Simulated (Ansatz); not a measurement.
## Effective masses and thermopower of monolayer ZrSe₂

Data:

```
CELL_PARAMETERS angstrom
      3.83679     0.00000     0.00000
     -1.91839     3.32276     0.00000
      0.00000     0.00000    19.09986
ATOMIC_POSITIONS crystal
  Zr 0.00000 0.00000 0.50000
  Se 0.33333 0.66667 0.58194
  Se 0.66667 0.33333 0.41806
```

Calculation: PBE with spin-orbit coupling, rigid bands (plane waves, PAW; Ansatz, a first-principles code). Condition of this run: biaxial strain +1 % with spin-orbit coupling. Geometry: cell and atoms relaxed with PBE, then loaded as said.

The band gap is 0.47 eV and the electron conductivity mass (300 K, dilute) comes out as 0.43 mₑ. The hole conductivity mass (300 K, dilute) comes out as 0.188 mₑ and the effective density of states N_c (300 K) is 2.3e13 cm⁻². The effective density of states N_v (300 K) comes out as 2.0e12 cm⁻² and the Seebeck coefficient, n-type 1.9e12 cm⁻², 300 K is -383 μV/K. The Seebeck coefficient, p-type 1.9e12 cm⁻², 300 K is 168 μV/K.

Rigid bands; masses and Seebeck coefficients take one relaxation time τ for all states and one kind of carrier; polarons and phonon drag are left out.

Model free-standing layer, not matched to a measured one here: monolayer ZrSe2.
